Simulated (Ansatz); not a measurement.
Si (diamond structure), cut as [110] wire, round, centred on channel, 0.73 nm across, Cl-ended; geometry relaxed with PBE. The relaxation kept the symmetry of its start, so a lower minimum of less symmetry isn't excluded. The period along the axis is held at the bulk value. With PBE in Ansatz (a quantum-chemistry and plane-wave program) the gap on the k-mesh of the run is 1.47 eV. k-points: Γ-centred 1×1×7 mesh; occupations: Fermi-Dirac, 0.020 eV; spin polarisation not allowed. Spin-orbit coupling is left out.

### Question
What gap does Ansatz with HSE06 give on the same geometry and mesh?

### Answer
2.19 eV, wider by 0.72 eV.
